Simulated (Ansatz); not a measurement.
Consider the following.

```
CELL_PARAMETERS angstrom
      0.00000     2.10220     2.10220
      2.10220     0.00000     2.10220
      2.10220     2.10220     0.00000
ATOMIC_POSITIONS crystal
  Mg 0.00000 0.00000 0.00000
  O  0.50000 0.50000 0.50000
```

These are r2SCAN, rigid bands (plane waves, PAW, scalar-relativistic; Ansatz, a first-principles code) values and carry that method's errors. Geometry: cell and atoms relaxed with r2SCAN.

Question: What conductivity effective mass do dilute electrons have at 300 K?

Answer: 0.37 mₑ.

Question: Predict the hole conductivity mass (n e² τ/σ) at 300 K, by direction if it differs.

Answer: 2.3 mₑ.

Question: And the band gap?

Answer: 5.69 eV at this level; semilocal functionals usually fall short of the measured gap.

Rigid bands, one relaxation time for all states, no polarons. Spin-orbit coupling is left out.
